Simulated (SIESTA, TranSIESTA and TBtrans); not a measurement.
Run with TranSIESTA and TBtrans (open boundaries, self-consistent; PseudoDojo norm-conserving potentials, scalar-relativistic): Spin polarized, PAO.BasisSize DZP, PAO.EnergyShift 0.15 eV, XC.Authors PBE, Mesh.Cutoff 200 Ry, ElectronicTemperature 300 K, TS.Voltage 0.0 eV, TBT.Elecs.Eta 0.001 eV.

Device: Ir chain with a Cl atom beside one bond. Leads: straight Ir chain, spacing 2.3 Å. Geometry: as built, not relaxed. Transport runs along z; the first 6 and the last 6 of the 23 atoms are the lead cells, repeated to infinity.

```xyz
23
Lattice="9.000 0.000 0.000 0.000 9.000 0.000 0.000 0.000 50.600" Properties=species:S:1:pos:R:3 pbc="F F T"
Ir     4.500     4.500     0.000
Ir     4.500     4.500     2.300
Ir     4.500     4.500     4.600
Ir     4.500     4.500     6.900
Ir     4.500     4.500     9.200
Ir     4.500     4.500    11.500
Ir     4.500     4.500    13.800
Ir     4.500     4.500    16.100
Ir     4.500     4.500    18.400
Ir     4.500     4.500    20.700
Ir     4.500     4.500    23.000
Ir     4.500     4.500    25.300
Ir     4.500     4.500    27.600
Ir     4.500     4.500    29.900
Ir     4.500     4.500    32.200
Ir     4.500     4.500    34.500
Cl     6.600     4.500    24.150
Ir     4.500     4.500    36.800
Ir     4.500     4.500    39.100
Ir     4.500     4.500    41.400
Ir     4.500     4.500    43.700
Ir     4.500     4.500    46.000
Ir     4.500     4.500    48.300
```
Starting moments (μB): atom 7 +1, atom 8 +1, atom 9 +1, atom 10 +1, atom 11 +1, atom 12 +1, atom 13 +1, atom 14 +1, atom 15 +1, atom 16 +1; lead atoms +1 (left) and +1 (right).

Give the largest eigenchannel transmissions at the Fermi level (four at most) and the total.

Up: 1.00, 1.00, 0.88, 0.016 (total 2.89); down: 1.00, 0.99, 0.96, 0.93 (total 3.94). The magnetic order of the leads was set by the start, and no other order was tried; the separate lead runs end at 0.77 (left) and 0.77 (right) μB an atom. The straight chain is held at its spacing; free chains may zigzag or dimerise. Spin-orbit coupling, left out here, matters for the heavy atoms.
